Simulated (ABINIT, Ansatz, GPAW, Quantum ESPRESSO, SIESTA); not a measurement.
## One structure in several programs: CoSn (P6/mmm, 6 atoms in the cell)

Self-consistent single point.

```
CELL_PARAMETERS angstrom
      5.24761     0.00000     0.00000
     -2.62381     4.54457     0.00000
      0.00000     0.00000     4.18885
ATOMIC_POSITIONS crystal
  Co 0.00000 0.50000 0.00000
  Co 0.50000 0.00000 0.00000
  Co 0.50000 0.50000 0.00000
  Sn 0.66667 0.33333 0.50000
  Sn 0.33333 0.66667 0.50000
  Sn 0.00000 0.00000 0.00000
```

All programs got the same cell, k-point mesh and kind of occupations (in Ansatz's words: kpoints.mp_grid.grid = 6 6 7; scf.occupations.method = fermi_dirac; scf.occupations.width = 0.1 eV); potentials, basis and cutoffs are each program's usual ones.

| code | model | pressure (GPa) | k-points | cutoff |
|---|---|---|---|---|
| Ansatz | PBE, default PAW files | 3.91 | 28 | 420 eV |
| GPAW | PBE, GPAW PAW datasets PBE (gpaw-data 1.0.1) | 3.69 | 28 | 850 eV |
| ABINIT | PBE, PAW (JTH v2.0 PBE PAW) | 3.66 | 28 | 816 eV |
| Quantum ESPRESSO | PBE, PSlibrary PAW (PBE) pseudopotentials | 3.07 | 28 | 55 Ry |
| SIESTA | GGA PBE, numerical atomic orbitals TZP, PseudoDojo PBE standard norm-conserving potentials (rewritten from UPF to PSML) | 4.19 | 132 | grid 400 Ry |

The spread over the programs that give each value: pressure within 1.12 GPa.

The starting cell comes from a database of computed structures (which also holds hypothetical and non-ambient phases and stackings), without a prior relaxation at this level. Its lattice was rescaled by a random factor within 2.5 % of one. On Ansatz's run: Spin polarisation is off. In the base run, with a pressure of about 4 GPa the cell is away from its equilibrium volume at this level.

Problem. Why do the programs differ, and what cannot be compared?

Solution. Differences of this kind can come from the potentials, where these differ, and from what each basis and cutoff leave unconverged. The valence holds different numbers of electrons (Ansatz (a program for electronic structure) 93, GPAW 69, ABINIT 93, Quantum ESPRESSO 69, SIESTA 93). The zero of total energies and Fermi levels follows the potentials and each program's conventions, so they are not compared here. SIESTA uses small atom-centred bases, whose incompleteness enters pressures, forces and empty levels differently from a plane-wave cutoff. Ansatz's pressure is given at a fixed set of plane waves, as the other plane-wave codes print theirs; with its correction for the finite basis it is 4.02 GPa. The programs reduce the same mesh by symmetry to different extents, which changes the work and not the result.

Left out of this page: Elk and FLEUR (not drawn, or without a comparable value).

Keys are those of Ansatz 0.2.
